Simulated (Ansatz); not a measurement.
Functionals compared on NH3 on the 1x1 (110) surface of 3C silicon carbide (cut with top plane C + Si), one in a 2x2 cell, started at the site 'hollow C-C-Si-Si', in Ansatz (plane waves, PAW). The structure was relaxed with PBE; the other rows are single points on it, each with its references at the same level. Cutoff 420 eV (500 eV for r2SCAN). HSE06 used the coarser mesh 3x2x1.

Host crystal: 3C silicon carbide, with a band gap (PBE, scalar-relativistic without spin-orbit coupling).

Set-up: 52 atoms, 7.7 Å thick at the start under the adsorbate (thin: gaps and levels are the slab's own); mesh 3x3x1; 0.01 eV smearing; dipole correction on; 24 atoms held, the rest relaxed; no symmetry held; no spin, no spin-orbit, no U, no dispersion correction. At the end it is bonded to Si. In PBE it is, or lies within 0.03 eV of, the lowest of the starts that converged. These notes are the PBE run's. Adsorption energies are against NH3(g). A negative adsorption energy means that the adsorbate is more stable on the surface than in its reference.

```
functional  adsorption energy (eV)   rough cost of the single point
----------  ----------------------  -------------------------------
PBE                          -1.90                                –
RPBE                         -1.57  around 2.7 core-minutes (rough)
r2SCAN                       -2.11      very roughly 4 core-minutes
HSE06                        -2.03     very roughly 60 core-minutes
```

Ansatz is a quantum-chemistry and plane-wave program.
